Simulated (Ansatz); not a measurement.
Start from Li in the bcc (W type) structure (space group Im-3m, No. 229; a = 3.477 Å). Axes: x, y, z lie along the cube axes.

Method: r2SCAN/PAW in Ansatz (a first-principles code), no SOC.

Free-standing slabs (1 atom(s) a layer) normal to [110] with 15 Å of vacuum; in-plane cell held at bulk.

One change was made to it. Results:

```json
[
 {"quantity": "excess energy per area of both faces (slab less bulk energy over the cell's area: twice a surface energy) (uncertain by up to 0.04 J/m²)", "base": "–", "after": "1.02 J/m²"},
 {"quantity": "shortest interatomic distance", "base": "3.012 Å", "after": "2.887 Å"},
 {"quantity": "band gap", "base": "zero", "after": "zero"}
]
```

Which of these changes matches the shifts?
A. 3 layers
B. 6 layers
C. 5 layers
D. 4 layers
E. 2 layers

E, 2 layers. For comparison, the shortest interatomic distance in the other runs: 3 layers gives 2.922 Å; 5 layers gives 2.921 Å; 6 layers gives 2.915 Å; 4 layers gives 2.928 Å.

The excess energy carries the mismatch between the slab's and the bulk's meshes. No phonon test of stability was made.
